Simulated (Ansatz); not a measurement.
# Response to strain in PtTe2

Take PtTe$_{2}$ (space group P-3m1, No. 164; layered; relaxed with 0.1 eV smearing) as the base.

```
CELL_PARAMETERS angstrom
      4.00901     0.00000     0.00000
     -2.00450     3.47190     0.00000
      0.00000     0.00000     4.96000
ATOMIC_POSITIONS crystal
  Te 0.33333 0.66667 0.27042
  Te 0.66667 0.33333 0.72958
  Pt 0.00000 0.00000 0.00000
```

Strains are applied to the cell and any free atomic positions relax.

Calculations: plane-wave PAW DFT at the PBEsol-D3(BJ) level (Ansatz, a first-principles code, 420 eV), without spin-orbit coupling.

Notes on the quantities. energy relative to the base: free energy F; pressure: mean of the normal stresses, compression positive.

| case | volume per atom | energy relative to the base | pressure |
|---|---|---|---|
| base | 23.01 Å³ | 0 meV/atom | 0.0 GPa |
| isotropic strain −3.00 % | 21.00 Å³ | +62 meV/atom | 11.0 GPa |
| isotropic strain −2.50 % | 21.33 Å³ | +42 meV/atom | 8.8 GPa |
| isotropic strain −1.00 % | 22.33 Å³ | +6.3 meV/atom | 3.0 GPa |
| isotropic strain −0.50 % | 22.67 Å³ | +1.5 meV/atom | 1.5 GPa |
| isotropic strain +0.50 % | 23.36 Å³ | +1.5 meV/atom | -1.3 GPa |
| isotropic strain +1.00 % | 23.71 Å³ | +5.7 meV/atom | -2.5 GPa |
| isotropic strain +1.50 % | 24.06 Å³ | +13 meV/atom | -3.7 GPa |
| isotropic strain +2.00 % | 24.42 Å³ | +22 meV/atom | -4.7 GPa |
| isotropic strain +2.50 % | 24.78 Å³ | +33 meV/atom | -5.6 GPa |

Whether these cells are dynamically stable was not tested. All final runs are without spin polarisation.
